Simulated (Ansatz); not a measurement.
A set of related cells and their work function (top / bottom face where they differ).

Cell A: a sheet of composition Ir2, 2 atoms, hexagonal cell of 4.08 Å (14.4 Å²), symmetry P6/mmm, 0.0 Å thick under 16 Å of vacuum, in-plane vectors relaxed; planes from bottom to top: Ir2, all atoms in one plane; a model cell; spin state with PBE: no moments, k-point mesh 18×18×1.
```
Ir
1.0
    4.07512     0.00000     0.00000
   -2.03756     3.52916     0.00000
    0.00000     0.00000    16.00000
Ir
2
Direct
  0.33333   0.66667   0.50000
  0.66667   0.33333   0.50000
```

Cell B: a sheet of composition Ir, 1 atom, square cell of 2.45 Å (6.0 Å²), symmetry P4/mmm, 0.0 Å thick under 16 Å of vacuum, in-plane vectors relaxed; planes from bottom to top: Ir; a model cell; spin state with PBE: no moments, k-point mesh 24×24×1.
```
CELL_PARAMETERS angstrom
      2.45290     0.00000     0.00000
      0.00000     2.45290     0.00000
      0.00000     0.00000    16.00000
ATOMIC_POSITIONS crystal
  Ir 0.00000 0.00000 0.50000
```

Cell C: a sheet of composition Ir, 1 atom, hexagonal cell of 2.56 Å (5.7 Å²), symmetry P6/mmm, 0.0 Å thick under 16 Å of vacuum, in-plane vectors relaxed; planes from bottom to top: Ir; a model cell; spin state with PBE: net moment 0.2 μB a cell, k-point mesh 30×30×1.
```
Ir
1.0
    2.56352     0.00000     0.00000
   -1.28176     2.22007     0.00000
    0.00000     0.00000    16.00000
Ir
1
Direct
  0.00000   0.00000   0.50000
```

Plane-wave PAW calculations with Ansatz (a first-principles code), its PAW set soft_1, cutoff 420 eV, 500 eV for r2SCAN. The structures are at rest with PBE; other levels are single points on them. Neutral cells; Fermi-Dirac smearing of at most 0.10 eV in the solids, energies taken to zero width. The lattices are those relaxed with PBE, so at other levels the solids can be strained, which adds to the spread. The runs are scalar-relativistic, without spin-orbit coupling. Spin states are those reached from the starting moments, not proven ground states. A dispersion term ran beside these levels; it doesn't touch the electrons. Cell A has a net moment of 0.3 μB with r2SCAN and 0.0 μB with PBE. Cell C has a net moment of 0.6 μB with r2SCAN and 0.2 μB with PBE. Vacuum level less Fermi level; the slabs are metallic.

Question: Give the work function (top / bottom face where they differ) (eV) at the level r2SCAN, cell by cell.

Answer: 
| system | r2SCAN |
|---|---|
| A | 6.27 |
| B | 6.18 |
| C | 6.44 |

With r2SCAN the top face's value is lowest for B and highest for C.

Question: And at the other levels?

Answer: 
| cell | PBE |
|---|---|
| A | 6.09 |
| B | 6.01 |
| C | 6.34 |

With PBE the top face's value is lowest for B and highest for C.
